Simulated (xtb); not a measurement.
xtb 6.7.1, GFN2-xTB: Ni(Cl)(SH)(en) ([SH][Ni]1([Cl])<-[NH2]CC[NH2]->1), 16 atoms. The geometry is a generated start, not checked to be a minimum at this level.

```json
{
  "method": "GFN2-xTB",
  "--acc": "1 (default)",
  "--etemp (K)": "300 (default)",
  "detailed input (--input)": "none: ANC optimiser, Lindh (1995) Hessian, microcycle=20, maxdispl=1.0, hlow=0.01 (default)",
  "basis_functions": "55",
  "valence_electrons": "50"
}
```

```xyz
16

Ni     1.1449     0.8253     0.1216
Cl     3.1450     0.5829     0.1849
S      1.2796     2.9152     0.5563
H      2.5718     3.1099     0.7517
C     -0.6545    -1.5037     0.1304
C     -1.4968    -0.3520    -0.4272
N     -0.8950     0.9089     0.0157
N      0.7450    -1.2355    -0.2063
H     -1.0099    -2.4643    -0.2679
H     -0.7463    -1.5253     1.2201
H     -2.5402    -0.4521    -0.1020
H     -1.4700    -0.3835    -1.5203
H     -1.1621     1.1187     0.9791
H     -1.2039     1.6950    -0.5541
H      0.9111    -1.4051    -1.1981
H      1.3812    -1.8345     0.3159
```

Charge 0 and multiplicity 1 are set for this test and not shown to be the ground state.

The structure is relaxed from this start with --opt LEVEL for the levels crude, sloppy, loose, lax, normal, tight, vtight, extreme, once each. Up to the end of the extreme run atoms move by at most 0.30 Å along an axis.

**Question.** Which level is enough to come within 1 meV of the tightest end point?

**Answer.** normal: 8 cycles against 16, ending 0.15 meV above.

```json
[
 {"level": "crude", "cycles": "1", "energy above the extreme run (meV)": "5.8", "gradient norm (eV/Å)": "0.077"},
 {"level": "sloppy", "cycles": "1", "energy above the extreme run (meV)": "5.8", "gradient norm (eV/Å)": "0.077"},
 {"level": "loose", "cycles": "1", "energy above the extreme run (meV)": "5.8", "gradient norm (eV/Å)": "0.077"},
 {"level": "lax", "cycles": "1", "energy above the extreme run (meV)": "5.8", "gradient norm (eV/Å)": "0.077"},
 {"level": "normal", "cycles": "8", "energy above the extreme run (meV)": "0.15", "gradient norm (eV/Å)": "0.027"},
 {"level": "tight", "cycles": "10", "energy above the extreme run (meV)": "0.029", "gradient norm (eV/Å)": "0.013"},
 {"level": "vtight", "cycles": "14", "energy above the extreme run (meV)": "under 0.01", "gradient norm (eV/Å)": "0.0033"},
 {"level": "extreme", "cycles": "16", "energy above the extreme run (meV)": "—", "gradient norm (eV/Å)": "0.0015"}
]
```
